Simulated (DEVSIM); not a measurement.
Structure: Mo/Al2O3/n-In0.53Ga0.47As capacitor, at 400 K.

```tsv
layer (left to right)	material	thickness (nm)	Nd (cm⁻³)
1	Al2O3	2.60	-
2	In0.53Ga0.47As	1400	1.6e17
```

Metal gate on the left, work function 4.6 eV. Fixed charge at the semiconductor interface -5.5e10 cm⁻² (in units of +e); interface traps 1.1e10 cm⁻² eV⁻¹, uniform in energy, neutral level at 0.5 of the gap above the valence band.

Constants are typed, rounded textbook-type inputs, not results; the design itself was drawn at random and stands for no fabricated device. Values at 300 K; Nc and Nv go as T^1.5, mobilities as T to minus their exponent, the gap by Varshni's rule with the affinity fixed.

```tsv
parameter	Al2O3	In0.53Ga0.47As
gap (eV)	6.8	0.74
affinity (eV)	1.35	4.51
permittivity	9	13.9
Nc (cm⁻³)	-	2.1e17
Nv (cm⁻³)	-	7.7e18
Varshni α (eV/K)	-	0.00035
Varshni β (K)	-	190
```

Simulated with DEVSIM: 1D Poisson equation in equilibrium, Boltzmann statistics, complete ionisation; no quantum confinement or tunnelling. Metal contacts follow the ideal Schottky-Mott rule: no Fermi-level pinning, no interface dipoles.

Give the band bending (positive: bands bend down) and minority sheet density.


```json
[
 {"Vg (V)": "-0.75", "ψs (V)": "-0.680", "minority carriers (cm⁻²)": "1.4e12"},
 {"Vg (V)": "-0.6", "ψs (V)": "-0.597", "minority carriers (cm⁻²)": "2.0e11"},
 {"Vg (V)": "-0.45", "ψs (V)": "-0.465", "minority carriers (cm⁻²)": "5.3e9"},
 {"Vg (V)": "-0.3", "ψs (V)": "-0.325", "minority carriers (cm⁻²)": "1.2e8"},
 {"Vg (V)": "-0.15", "ψs (V)": "-0.187", "minority carriers (cm⁻²)": "< 1e8"},
 {"Vg (V)": "0", "ψs (V)": "-0.055", "minority carriers (cm⁻²)": "< 1e8"}
]
```
